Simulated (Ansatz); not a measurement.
# Effect of O on a Ni site (antisite), symmetric start on NiO

The reference is an 8-atom supercell of NiO in the rock salt structure (space group Fm-3m, No. 225; a = 4.1172 Å; ferromagnetic) at its relaxed geometry.

One thing is altered: a neutral O on a Ni site (antisite), symmetric start, atoms relaxed at fixed cell.

Computed with PBEsol in Ansatz (plane waves to 420 eV, PAW, spin-orbit coupling left out), earlier PAW set. k-mesh 8×8×8 (Γ-centred); smearing 0.05 eV (Fermi–Dirac).

```json
[
 {"quantity": "pressure", "base": "0.0 GPa", "changed": "-10.6 GPa", "shift": "-10.6 GPa"},
 {"quantity": "energy gained by relaxation", "base": "–", "changed": "0.00 eV", "shift": "–"},
 {"quantity": "largest displacement of a host atom from its site in the perfect cell", "base": "–", "changed": "0.00 Å", "shift": "–"},
 {"quantity": "mean distance from the defect site to its nearest host atoms", "base": "2.06 Å", "changed": "2.06 Å", "shift": "0.00 Å"}
]
```

Final structure:

```
Ni3O5
1.0
   -4.11721     0.00000     0.00000
    0.00000     0.00000     4.11721
    0.00000     4.11721     0.00000
O Ni
5 3
Cartesian
  0.00000   0.00000   0.00000
 -2.05860   2.05860   0.00000
 -2.05860   0.00000   2.05860
  0.00000   2.05860   2.05860
 -2.05860   2.05860   2.05860
  0.00000   0.00000   2.05860
  0.00000   2.05860   0.00000
 -2.05860   0.00000   0.00000
```

The cell is small, so the values are those of an ordered compound at a high defect concentration; dilute-limit values will differ. The defect started on the symmetric site and kept its symmetry, so it may sit on a saddle. Starting moments died away, wholly or in part, for O on a Ni site (antisite); another magnetic solution may exist. No Hubbard U is applied and the magnetic state is the run's own (Ni3O5 without a net moment; NiO ferromagnetic); other magnetic orders, which need larger cells, were not tried and can change the gap. In its common phase, real NiO is an antiferromagnetic insulator at low temperature. The defect cell is spin-polarised and ends with 0.0 μB.

Ansatz is a program for electronic structure.
